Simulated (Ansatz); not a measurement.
## AlCr2C (P6₃/mmc, No. 194, 8 atoms in the cell; start mp-9956)

Level of theory: PBE-D4 (plane waves, PAW; Ansatz, a program for electronic structure).

Settings: plane-wave cutoff 500 eV, 18×18×4 k mesh (along the axes of the cell as run), Fermi–Dirac smearing 0.05 eV, no spin polarisation, scalar-relativistic PAW data made under PBE.

Cell (relaxed at this level):

```cif
data_C2Al2Cr4
_chemical_formula_sum 'Al2 Cr4 C2'
_space_group_name_H-M_alt 'P 1'
_space_group_IT_number 1
_cell_length_a 2.81425
_cell_length_b 2.81425
_cell_length_c 12.59368
_cell_angle_alpha 90.000
_cell_angle_beta 90.000
_cell_angle_gamma 120.000
loop_
_space_group_symop_operation_xyz
  'x, y, z'
loop_
_atom_site_label
_atom_site_type_symbol
_atom_site_fract_x
_atom_site_fract_y
_atom_site_fract_z
_atom_site_occupancy
Al1 Al 0.66667 0.33333 0.25000 1
Al2 Al 0.33333 0.66667 0.75000 1
Cr1 Cr 0.33333 0.66667 0.41487 1
Cr2 Cr 0.66667 0.33333 0.58513 1
Cr3 Cr 0.66667 0.33333 0.91487 1
Cr4 Cr 0.33333 0.66667 0.08513 1
C1 C 0.00000 0.00000 0.50000 1
C2 C 0.00000 0.00000 0.00000 1
```

For AlCr2C (P6₃/mmc, No. 194, 8 atoms in the cell; start mp-9956), the band gap comes out as zero (no gap).

Note: the relaxation could not lower the start's symmetry, so the cell can be a saddle point above a distorted one.

A start named mp-… is a Materials Project structure, which need not be a measured phase.
